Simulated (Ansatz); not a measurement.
## AlCrB (space group Cmcm, No. 63; non-magnetic; a hypothetical phase, not in the database extracts checked)

```xyz
6
Lattice="1.4832 -6.9172 0.0000 1.4832 6.9172 0.0000 0.0000 0.0000 2.9462" Properties=species:S:1:pos:R:3 pbc="T T T"
Al     1.4832    -2.6426     0.7365
Al     1.4832     2.6426     2.2096
B      1.4832     0.4503     2.2096
B      1.4832    -0.4503     0.7365
Cr     1.4832     5.7595     2.2096
Cr     1.4832    -5.7595     0.7365
```

Computed with Kohn–Sham DFT with the PBEsol functional, run in Ansatz (an electronic-structure program) with PAW and 420 eV plane waves, no spin-orbit coupling. Settings: 12×12×12 k-points, 0.05 eV Fermi–Dirac smearing.

```json
{
  "volume_per_atom": "10.08 Å³",
  "density": "4.93 g/cm³",
  "band_gap": "zero",
  "total_energy": "-1342.546 eV/atom (σ→0; compares only within this code and set-up)"
}
```

Whether these cells are dynamically stable was not tested. Seeded moments were not kept for the base. The final runs are not spin-polarised.
